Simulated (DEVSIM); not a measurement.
System: abrupt GaSb p-n junction, at 300 K.

```
layer (left to right)  material  thickness (μm)  Nd (cm⁻³)  Na (cm⁻³)  τn (s)  τp (s)
---------------------  --------  --------------  ---------  ---------  ------  ------
1                          GaSb            25.0          -     3.1e16  5.5e-8  5.5e-8
2                          GaSb            8.20     1.1e16          -  5.5e-8  5.5e-8
```

Left contact: ohmic. Right contact: ohmic. Voltage is applied to the left contact. Recombination: SRH at mid-gap, radiative. Mobility is constant in doping.

Constants are typed, rounded textbook-type inputs, not results; the design itself was drawn at random and stands for no fabricated device. Values at 300 K.

```csv
parameter,GaSb
gap (eV),0.726
affinity (eV),4.06
permittivity,15.7
Nc (cm⁻³),2.1e17
Nv (cm⁻³),1.8e19
μn (cm²/Vs),5000
μp (cm²/Vs),850
B (cm³/s),1e-10
```

Simulated with DEVSIM: 1D drift-diffusion, Boltzmann statistics, complete ionisation; no tunnelling, impact ionisation, image-force lowering or self-heating.

The doping Na of layer 1 was swept, all else fixed.

| doping Na of layer 1 (cm^-3) | largest field in the device at zero bias (V/cm) | dark forward voltage at 100 A/cm² (V) | dark forward voltage at 1 A/cm² (V) | potential step across the device at zero bias (V) |
|---|---|---|---|---|
| 9.3e14 | 8700 | 0.513 | 0.276 | 0.395 |
| 3.1e15 | 14000 | 0.498 | 0.301 | 0.426 |
| 9.3e15 | 22000 | 0.494 | 0.323 | 0.454 |
| 3.1e16 | 29000 | 0.493 | 0.340 | 0.485 |
| 9.3e16 | 33000 | 0.492 | 0.348 | 0.514 |
| 3.1e17 | 40000 | 0.491 | 0.352 | 0.545 |
| 9.3e17 | 54000 | 0.490 | 0.353 | 0.573 |

From the first row to the last the largest field in the device at zero bias goes from 8700 to 54000. From the first row to the last the dark forward voltage at 100 A/cm² goes from 0.513 to 0.490.
